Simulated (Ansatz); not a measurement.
## H interstitial started at a bond centre in 4H silicon carbide

Calculation: PBE, PAW (plane waves to 420 eV; Ansatz, a quantum-chemistry and plane-wave program). Cell: 96 sites, 3×2×1; final energies on a 2×2×2 shifted mesh. Site at the start: bond centre of Si(k) and C(h), 1.89 Å. Energies of charged states are corrected for periodic images (point charge plus alignment at distant sites). Dielectric constants: PBE linear response of the host. Host gap at this level: 2.23 eV. A cell of this size leaves errors of a few tenths of an eV. PBE underestimates the host's gap, which shifts levels and can delocalise carriers. Spin–orbit coupling is left out. Each state is the lowest found from its start.

Formation energies E_f are given with the Fermi level at the valence-band maximum. Chemical conditions: C-rich (Δμ(H) = -0.32 eV, bounded by CH4 molecule; only phases computed here count, gases as isolated molecules at 0 K); Si-rich (Δμ(H) = -0.22 eV, bounded by CH4 molecule; only phases computed here count, gases as isolated molecules at 0 K). Reference phases: H: H2 molecule in a box.

The name describes the start; the neighbours show where the added atom ended.

```csv
charge,moment (μB),largest move off a lattice site (Å),neighbours of the added atom at the end (Å),image correction with alignment (eV),"E_f, C-rich (eV)","E_f, Si-rich (eV)"
+1,not spin-polarised,0.14,"C 1.12, Si 1.88, Si 1.92, C 2.15, Si 2.17, C 2.19, Si 2.54",0.20,1.43,1.33
0,1.0,0.03,"Si 1.92, Si 1.92, Si 1.92, C 2.14, C 2.14, C 2.14",0.00,3.12,3.01
−1,not spin-polarised,0.11,"Si 1.78, Si 1.78, Si 1.78",0.19,3.88,3.77
```

No other site or start that was run ended lower by more than 0.1 eV.

Transition levels above the valence-band maximum: ε(+1/0) = 1.69 eV; ε(0/−1) = 0.76 eV. On the lower envelope of the bound states, inside the gap: (+1/−1) at 1.22 eV; the others aren't thermodynamic.

Flagged in the runs: a host whose relaxation on this sampling wasn't shown to rest.
